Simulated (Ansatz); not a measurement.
## ZnS (R3m, No. 160, 36 atoms in the cell; start mp-1202959; a measured phase of this formula has another space group)

Calculation: LDA (Ansatz, a first-principles code, PAW).

Run with plane-wave cutoff 520 eV, 8×8×8 k mesh, Fermi–Dirac smearing 0.01 eV, scalar-relativistic PAW data made under PBE.

Cell (relaxed at this level):

```
ZnS
1.0
    1.87169     1.08062    55.09686
   -1.87169     1.08062    55.09686
    0.00000    -2.16125    55.09686
Zn S
18 18
Cartesian
  0.00000   0.00000   0.00728
  0.00000   0.00000   9.18263
  0.00000   0.00000  21.42751
  0.00000   0.00000  30.60809
  0.00000   0.00000  39.79001
  0.00000   0.00000  52.03868
  0.00000   0.00000  61.22064
  0.00000   0.00000  70.40121
  0.00000   0.00000  79.58323
  0.00000   0.00000  91.82804
  0.00000   0.00000 101.00847
  0.00000   0.00000 113.25865
  0.00000   0.00000 122.43497
  0.00000   0.00000 128.56354
  0.00000   0.00000 137.73872
  0.00000   0.00000 143.86725
  0.00000   0.00000 153.04228
  0.00000   0.00000 159.17053
  0.00000   0.00000   2.29916
  0.00000   0.00000  11.47562
  0.00000   0.00000  23.72050
  0.00000   0.00000  32.90588
  0.00000   0.00000  42.08295
  0.00000   0.00000  54.33647
  0.00000   0.00000  63.51363
  0.00000   0.00000  72.69901
  0.00000   0.00000  81.87623
  0.00000   0.00000  94.12102
  0.00000   0.00000 103.30621
  0.00000   0.00000 115.55166
  0.00000   0.00000 124.72766
  0.00000   0.00000 130.85541
  0.00000   0.00000 140.03140
  0.00000   0.00000 146.15912
  0.00000   0.00000 155.33491
  0.00000   0.00000 161.46206
```

```
Item                            Value
--------  ---------------------------
band gap  2.14 eV (on the SCF k mesh)
```

Note: the relaxation could not lower the start's symmetry, so the cell can be a saddle point above a distorted one.

The computed numbers hold no vibrational or temperature effects.

The result took very roughly 70 core-minutes.

A start named mp-… is a Materials Project structure, which need not be a measured phase.
